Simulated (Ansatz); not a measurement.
**A computed series for InP: response to strain**

Start from InP in the zinc blende structure (space group F-43m, No. 216; a = 5.827 Å). Axes: x, y, z lie along the cube axes.

Strains are applied to the cell and any free atomic positions relax.

All numbers come from Kohn–Sham DFT with the LDA functional, run in Ansatz (a first-principles code) with PAW and 420 eV plane waves, without spin-orbit coupling.

Notes on the quantities. energy relative to the base: free energy F.

```tsv
uniaxial strain ε_zz (%)	energy relative to the base (meV/atom)
0	0.0
0.5	0.2
1	0.8
1.5	?
2	3.1
2.5	4.8
3	6.8
```

Problem. Fit ΔE = Aε² + Bε³ (ε in %) to the rows shown and predict the withheld row.

Solution. Least squares on the printed values gives A = 0.819 and B = -0.021 meV/atom (largest residual 0.0 meV/atom); this predicts 1.8 meV/atom, and the run gives 1.7 meV/atom, in agreement.

Whether these cells are dynamically stable was not tested.
